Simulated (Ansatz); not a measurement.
**Habitual settings against a tight run: K2NaBiF6 (Fm-3m, 10 atoms in the cell)**

Self-consistent single point.

```xyz
10
Lattice="0.0000 4.5101 4.5101 4.5101 0.0000 4.5101 4.5101 4.5101 0.0000" Properties=species:S:1:pos:R:3 pbc="T T T"
K      6.7651     6.7651     6.7651
K      2.2550     2.2550     2.2550
Na     4.5101     4.5101     4.5101
Bi     0.0000     0.0000     0.0000
F      2.2490     4.5101     4.5101
F      6.7712     4.5101     4.5101
F      4.5101     2.2490     4.5101
F      4.5101     6.7712     4.5101
F      4.5101     4.5101     2.2490
F      4.5101     4.5101     6.7712
```

Level of theory: PBEsol, default PAW files made with PBE (plane waves; Ansatz, a program for electronic structure).

Base settings: basis.ecutwfc = 420 eV; kpoints.mp_grid.grid = 5 5 5; hamiltonian.xc = pbesol; hamiltonian.pseudopotentials = {kind: paw} (the program's default PAW files); scf.occupations.method = fixed.

Tight run (finer mesh or higher cutoff; not a proven limit): basis.ecutwfc: 420 eV → 590 eV; kpoints.mp_grid.grid: 5 5 5 → 7 7 7; scf.convergence.dr2_threshold: default (1e-07 eV) → 1e-09 eV. It gave top of the valence band (on the code's own zero) 2.76 eV; gap on the k-point mesh 4.74 eV; pressure -1.02 GPa; largest force (vector length) 0.037 eV/Å.

Quick runs, as changes from the base:
- A: the base itself
- B: basis.ecutwfc: 420 eV → 250 eV; kpoints.mp_grid.grid: 5 5 5 → 1 1 1; scf.occupations.method: fixed → methfessel_paxton; scf.occupations.width: default → 0.5 eV
- C: basis.ecutwfc: 420 eV → 250 eV; kpoints.mp_grid.grid: 5 5 5 → 3 3 3; scf.occupations.method: fixed → gaussian; scf.occupations.width: default → 0.136 eV; scf.convergence.dr2_threshold: default (1e-07 eV) → 0.0001 eV
- D: basis.ecutwfc: 420 eV → 250 eV; kpoints.mp_grid.grid: 5 5 5 → 6 6 6; hamiltonian.xc: pbesol → lda; scf.convergence.dr2_threshold: default (1e-07 eV) → 0.001 eV [LDA (PW92)]
- E: kpoints.mp_grid.grid: 5 5 5 → 4 4 4

Dashes: energy of D, another energy zero.

Gaps are read on each run's own mesh, which may miss the band edges.

† marks runs with another functional, U, potentials or spin treatment: their distance from the tight run is not a convergence error alone.

The count of work is k-points × plane waves × bands × iterations; it is no time. 

Pressures in the table are Ansatz's without its Pulay estimate, at a fixed set of plane waves; the tight run's value above holds the estimate.

The starting cell comes from a database of computed structures (which also holds hypothetical and non-ambient phases and stackings), without a prior relaxation at this level. Its lattice was rescaled by a random factor within 2.5 % of one. Spin-orbit coupling is off.

| run | energy less tight (meV/atom) | pressure less tight (GPa) | largest miss in a force vector (eV/Å) | gap on the mesh less tight (eV) | count of work / tight |
|---|---|---|---|---|---|
| A | 3.6 | -0.42 | 0.001 | 0.014 | 0.23 |
| B | 2095.4 | -81.68 | 0.683 | 1.310 | 0.014 |
| C | 1925.7 | -81.58 | 0.148 | 0.169 | 0.041 |
| D† | – | -86.93 | 0.214 | -0.048 | 0.16 |
| E | 3.6 | -0.42 | 0.001 | -0.011 | 0.18 |

Among the runs at the tight run's level, the energy misses run from 3.6 to 2095.4 meV/atom.

Left out of this page: 1 run of the series with a known weakness of the program.

Keys are those of Ansatz 0.2.
